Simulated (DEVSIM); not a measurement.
Device: abrupt GaAs n-p junction, at 300 K.

Layer 1 from the left is GaAs, thickness (μm) 1.50, Nd (cm⁻³) 3.9e16, τn (s) 8e-9, τp (s) 8e-9. Layer 2 from the left is GaAs, thickness (μm) 120, Na (cm⁻³) 5.2e16, τn (s) 8e-9, τp (s) 8e-9.

Left contact: ohmic. Right contact: ohmic. Voltage is applied to the left contact. Recombination: SRH at mid-gap, radiative. Mobility is constant in doping.

The device is made up for the run: typed textbook-type constants, with dimensions and the other settings drawn at random. Values at 300 K.

GaAs: gap (eV) 1.424, affinity (eV) 4.07, permittivity 12.9, Nc (cm⁻³) 4.7e17, Nv (cm⁻³) 9e18, μn (cm²/Vs) 8500, μp (cm²/Vs) 400, B (cm³/s) 2e-10.

Model (solved in DEVSIM): 1D drift-diffusion, Boltzmann statistics, complete ionisation; no tunnelling, impact ionisation, image-force lowering or self-heating.

Question: What does the simulation give for the potential step across the device at zero bias, the dark forward voltage at 100 A/cm², the dark forward voltage at 1 A/cm², the largest field in the device at zero bias?

Answer: potential step across the device at zero bias 1.226 V; dark forward voltage at 100 A/cm² 1.463 V; dark forward voltage at 1 A/cm² 1.037 V; largest field in the device at zero bias 86000 V/cm.
